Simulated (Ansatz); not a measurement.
What uniaxial strain ε_yy = −1.61 % does to TiSi2

The parent structure is TiSi₂ (space group Fddd, No. 70; a = 4.779 Å, b = 8.230 Å, c = 8.521 Å). Axes: x, y, z lie along a, b, c of the conventional cell.

The change: uniaxial strain ε_yy = −1.61 %, all other strain components held at zero, atoms relaxed at fixed cell.

Level of theory: DFT with r2SCAN, PAW potentials and a 500 eV plane-wave cutoff in Ansatz (a quantum-chemistry and plane-wave program), no SOC. k-mesh 13×13×13 (Γ-centred); smearing 0.05 eV (Fermi–Dirac).

The space group is still Fddd (No. 70) and the energy goes up by 3.9 meV/atom. The pressure (mean of the normal stresses, compression positive) goes from zero to 2.2 GPa and the band gap remains zero. The stress (xx, yy, zz, yz, xz, xy; compression positive) is (0.3, 5.7, 0.5, 0.0, 0.0, 0.0) GPa (rough).

Cost of the whole job for the changed cell (relaxation, final SCF and bands): about 2.5 core-minutes (a rough figure).

Without a gap, meshes like the base's 13×13×13 leave anisotropic stresses uncertain by several tenths of a GPa, and small strain energies with them. Stability against distortions was not tested. The final runs are not spin-polarised.
